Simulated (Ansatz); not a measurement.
**Formation enthalpy of Hf3Ge (model structure, started from the A15 type, Pm-3n, No. 223, 8 atoms in the cell) at several levels of theory**

No measured value is used here.

```csv
level (code),value (eV/atom)
PBE (Ansatz),-0.220
PBEsol (Ansatz),-0.279
PBE-D3(BJ) (Ansatz),___
```

Problem. Fill in the missing entries.

Solution. 
- PBE-D3(BJ) (Ansatz, a first-principles code), value (eV/atom): -0.271

Density-functional levels without +SOC have no spin–orbit coupling, which shifts binding energies of heavy elements. Each level is taken at its own relaxed cell. Ansatz's density-functional and Hartree–Fock values are scalar-relativistic unless marked +SOC, with PAW data made under PBE.

A model structure was made by putting elements into a prototype or built by hand; it is no filed structure, need not be a known phase, and can be a saddle point held by its symmetry.
